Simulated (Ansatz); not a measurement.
## AlBN2 (model structure, started from the BeSiN2 type, I-42d, No. 122, 8 atoms in the cell)

Level of theory: HSE06 (Ansatz, a quantum-chemistry and plane-wave program, PAW).

Settings: plane-wave cutoff 460 eV, 8×8×8 k mesh, Fermi–Dirac smearing 0.01 eV, scalar-relativistic PAW data made under PBE.

Cell (relaxed with PBEsol):

```
AlBN2
1.0
   -2.04392     2.04392     3.80878
    2.04392    -2.04392     3.80878
    2.04392     2.04392    -3.80878
Al B N
2 2 4
Direct
  0.00000   0.00000   0.00000
  0.75000   0.25000   0.50000
  0.50000   0.50000   0.00000
  0.25000   0.75000   0.50000
  0.37500   0.43186   0.55686
  0.56814   0.12500   0.94314
  0.87500   0.81814   0.44314
  0.18186   0.62500   0.05686
```

```
Item                                    Result
--------  ------------------------------------
band gap  4.06 eV (on the SCF k mesh) (direct)
```

Note: the relaxation could raise the start's symmetry but not lower it, so the cell can be a saddle point; cell and atoms aren't relaxed at this level (pressure -2.4 GPa).

Static lattice: no zero-point or thermal effects.

A model structure was made by putting elements into a prototype or built by hand; it is no filed structure, need not be a known phase, and can be a saddle point held by its symmetry.
